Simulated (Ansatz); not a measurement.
Consider the energy change from cell B to cell A (net 1 Fe added, other atoms rearranged, in a slab cell with one atom a plane). Reaction: cell B + Fe (bcc) → cell A. A negative value means that the right-hand side lies lower.

Cell A: a stack of composition Fe4Cu6 built on Cu (fcc, Fm-3m) (100), with 6 atoms on that crystal's sites, 10 atoms, square cell of 2.57 Å (6.6 Å²), symmetry P4mm within 0.02 Å, 16.4 Å thick under 16 Å of vacuum, in-plane vectors held at the crystal's, which may strain the added film; planes from bottom to top: Cu × 6 | Fe × 4; spin state with PBE: parallel moments, net moment 10.7 μB a cell, k-point mesh 18×18×1.
```xyz
10
Lattice="2.5661 0.0000 0.0000 0.0000 2.5661 0.0000 0.0000 0.0000 32.3304" Properties=species:S:1:pos:R:3 pbc="T T T"
Cu     1.2830     1.2830     8.0030
Cu     0.0000     0.0000     9.7613
Cu     1.2830     1.2830    11.5827
Cu     0.0000     0.0000    13.3975
Cu     1.2830     1.2830    15.2085
Cu     0.0000     0.0000    17.0294
Fe     1.2830     1.2830    18.8713
Fe     0.0000     0.0000    20.7419
Fe     1.2830     1.2830    22.6230
Fe     0.0000     0.0000    24.4332
```

Cell B: a stack of composition Fe3Cu6 built on Cu (fcc, Fm-3m) (100), with 6 atoms on that crystal's sites, 9 atoms, square cell of 2.57 Å (6.6 Å²), symmetry P4mm within 0.02 Å, 14.6 Å thick under 16 Å of vacuum, in-plane vectors held at the crystal's, which may strain the added film; planes from bottom to top: Cu × 6 | Fe × 3; spin state with PBE: parallel moments, net moment 8.2 μB a cell, k-point mesh 18×18×1.
```xyz
9
Lattice="2.5661 0.0000 0.0000 0.0000 2.5661 0.0000 0.0000 0.0000 30.5159" Properties=species:S:1:pos:R:3 pbc="T T T"
Cu     0.0000     0.0000     8.0134
Cu     1.2830     1.2830     9.7719
Cu     0.0000     0.0000    11.5935
Cu     1.2830     1.2830    13.4085
Cu     0.0000     0.0000    15.2201
Cu     1.2830     1.2830    17.0427
Fe     0.0000     0.0000    18.8852
Fe     1.2830     1.2830    20.7762
Fe     0.0000     0.0000    22.6100
```

Reference: Fe (bcc, Im-3m), 1 atom in the cell; spin state with PBE: net moment 2.2 μB a cell, k-point mesh 30×30×30 on the run's own vectors. Conventional cell: a = b = c = 2.832 Å, α = β = γ = 90.00°.

All numbers come from Ansatz (a quantum-chemistry and plane-wave program), plane waves with PAW, its PAW set soft_1, cutoff 420 eV. The structures are at rest with PBE, within the held lattices. Neutral cells; Fermi-Dirac smearing of at most 0.10 eV in the solids, energies taken to zero width. A dispersion term (D3(BJ), or D4 for r2SCAN) was computed beside these levels and is taken off wherever the name lacks it. Space groups of crystals are read within 0.01 Å. No zero-point or thermal terms. The structures are the rest points that the relaxations reached, not proven lowest. No search over spin orders was made beyond those shown. No correction for cell size. Cell A has symmetry P4mm within 0.02 Å and got no random move, so less symmetric positions, which may lie lower, weren't tried. Cell B has symmetry P4mm within 0.02 Å and got no random move, so less symmetric positions, which may lie lower, weren't tried.

Problem. Predict the value from PBE.

Solution. 0.15 eV, for cell B + Fe (bcc) → cell A.
